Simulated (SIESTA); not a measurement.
Band structure of Sn2Ir (Fm-3m, 3 atoms in the cell).

```
CELL_PARAMETERS angstrom
      0.00000     3.18352     3.18352
      3.18352     0.00000     3.18352
      3.18352     3.18352     0.00000
ATOMIC_POSITIONS crystal
  Sn 0.75000 0.75000 0.75000
  Sn 0.25000 0.25000 0.25000
  Ir 0.00000 0.00000 0.00000
```

Level of theory: GGA PBEsol, numerical atomic orbitals TZP, PseudoDojo PBEsol standard norm-conserving potentials (rewritten from UPF to PSML) run with SIESTA.

Settings: XC.functional = GGA; XC.authors = PBEsol; potentials = PseudoDojo PBEsol standard; PAO.BasisSize = TZP; PAO.EnergyShift = 0.01 Ry; MeshCutoff = 300 Ry; kgrid.MonkhorstPack = 12 12 12; OccupationFunction = FD; ElectronicTemperature = 0.1 eV; MaxSCFIterations = 150; SCF.Mixer.Method = Pulay; SCF.Mixer.Weight = 0.2; SCF.Mixer.History = 8; SCF.DM.Tolerance = 1.0E-04.

The starting cell comes from a database of computed structures (which also holds hypothetical and non-ambient phases and stackings), without a prior relaxation at this level. Spin-orbit coupling is off. Spin polarisation is off. Values carry the incompleteness of an atom-centred basis.

Levels in eV from the Fermi level, bands 20 to 25:
```csv
point,20,21,22,23,24,25
Γ,-2.08,-2.08,3.67,3.67,3.67,3.91
X,-2.44,-2.44,-2.11,-1.76,1.23,3.39
W,-2.47,-2.42,-1.90,-0.75,3.37,3.37
K,-2.67,-2.15,-1.46,-1.10,1.85,4.79
L,-1.97,-1.97,-0.01,-0.01,1.37,2.50
U,-2.67,-2.15,-1.46,-1.10,1.85,4.79
```

Bands cross the Fermi level along this path, so the cell is metallic at this level.

Higher empty bands are left out: an atom-centred basis made for the valence describes them poorly.
